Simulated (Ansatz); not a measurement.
Base system: TiC in the rock salt structure (space group Fm-3m, No. 225; a = 4.3278 Å; relaxed with 0.1 eV smearing). Axes: x, y, z lie along the cube axes.

Level of theory: DFT with r2SCAN, PAW potentials and a 500 eV plane-wave cutoff in Ansatz (an electronic-structure program), without spin-orbit coupling.

Base values:

```
Property                        Result
-----------------------------  -------
Pressure                       0.0 GPa
Shortest interatomic distance  2.164 Å
```

It is then changed as follows: the cell is compressed by 4.88 % along x with no lateral relaxation, atoms relaxed at fixed cell.

Task: What happens to the pressure, energy relative to the base and shortest interatomic distance?

Result: The pressure (mean of the normal stresses, compression positive) goes from zero to 15.9 GPa; the energy grows by 48 meV/atom; the shortest interatomic distance decreases by 0.106 Å (2.164 Å → 2.058 Å).

The cells carry an imposed strain or load. No phonon test of stability was made. The final runs are not spin-polarised.
